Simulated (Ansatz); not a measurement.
Consider ZrS2 in the CdI2 type structure (space group P-3m1, No. 164; a = 3.6348 Å, c = 5.7197 Å; layered, stacked along the Cartesian z axis). Axes: x lies along a and z along c of the hexagonal cell.

Computed with Kohn–Sham DFT with the PBE-D3(BJ) functional, run in Ansatz (a program for electronic structure) with PAW and 420 eV plane waves, without spin-orbit coupling.

One thing is altered: the cell is scaled by 1.0089 in all directions, atoms relaxed at fixed cell.

### Question
Predict the stress tensor and what it implies for the stiffness.

### Answer
Stress of the strained cell less that of the base (GPa, compression positive):
```
  -1.46    0.00    0.00
   0.00   -1.46    0.00
   0.00    0.00   -0.50
```

Then B = −ΔP/(ΔV/V₀) with ΔV/V₀ = 0.0269 gives secant stiffness values (nonlinear terms included at this strain): B (at held cell shape, above the free-shape value) ≈ 42 GPa.

Stability against distortions was not tested.
